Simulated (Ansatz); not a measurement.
## WSe$_{2}$ in the rutile structure (space group P4_2/mnm, No. 136; a hypothetical phase, not in the database extracts checked)

```
CELL_PARAMETERS angstrom
      6.14462     0.00000     0.00000
      0.00000     6.14462     0.00000
      0.00000     0.00000     3.40221
ATOMIC_POSITIONS crystal
  W  0.50000 0.50000 0.50000
  W  0.00000 0.00000 0.00000
  Se 0.78735 0.78735 0.50000
  Se 0.28735 0.71265 0.00000
  Se 0.71265 0.28735 0.00000
  Se 0.21265 0.21265 0.50000
```

The values are results of Ansatz (a first-principles code) r2SCAN, scalar-relativistic without spin-orbit coupling, not measurements. Γ-centred 8×8×14 mesh, Fermi–Dirac width 0.05 eV.

```yaml
volume_per_atom: 21.41 Å³
density: 8.84 g/cm³
band_gap: zero
total_energy: -7117.973 eV/atom (σ→0; compares only within this code and set-up)
```

Whether these cells are dynamically stable was not tested. All final runs are without spin polarisation. WSe2 has a high density of states at the Fermi level and may be magnetic at this level.
